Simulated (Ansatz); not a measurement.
## NiSi (P2₁3, No. 198, 8 atoms in the cell; start mp-1095177; a measured phase of this formula has another space group)

Calculation: PBEsol in Ansatz (PAW).

Numerical settings: plane-wave cutoff 500 eV, 10×10×10 k mesh, Fermi–Dirac smearing 0.05 eV, no spin polarisation, scalar-relativistic PAW data made under PBE.

Cell (relaxed at this level):

```xyz
8
Lattice="4.4678 0.0000 0.0000 0.0000 4.4678 0.0000 0.0000 0.0000 4.4678" Properties=species:S:1:pos:R:3 pbc="T T T"
Si     2.9199     0.6860     1.5480
Si     3.7819     3.7819     3.7819
Si     0.6860     1.5480     2.9199
Si     1.5480     2.9199     0.6860
Ni     1.5685     3.8024     2.8993
Ni     0.6654     0.6654     0.6654
Ni     3.8024     2.8993     1.5685
Ni     2.8993     1.5685     3.8024
```

- band gap: none

Note: the relaxation could not lower the start's symmetry, so the cell can be a saddle point above a distorted one.

A start named mp-… is a Materials Project structure, which need not be a measured phase.

Ansatz is a program for electronic structure.
